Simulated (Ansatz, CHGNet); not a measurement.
CdS (model structure, started from the h-BN type, P6₃/mmc, No. 194, 4 atoms in the cell): properties by level of theory

```tsv
level (code)	lattice constant a (Å)	lattice parameter c (Å)
CHGNet-r²SCAN	4.413	5.752
LDA (Ansatz)	4.324	5.611
r²SCAN (Ansatz)	4.409	5.747
```

Caveats: the cell moved over 20 % in volume from its start (CHGNet-r²SCAN). Ansatz's density-functional and Hartree–Fock values are scalar-relativistic unless marked +SOC, with PAW data made under PBE.

The computed numbers hold no vibrational or temperature effects.

A model structure was made by putting elements into a prototype or built by hand; it is no filed structure, need not be a known phase, and can be a saddle point held by its symmetry.

Ansatz is a quantum-chemistry and plane-wave program.
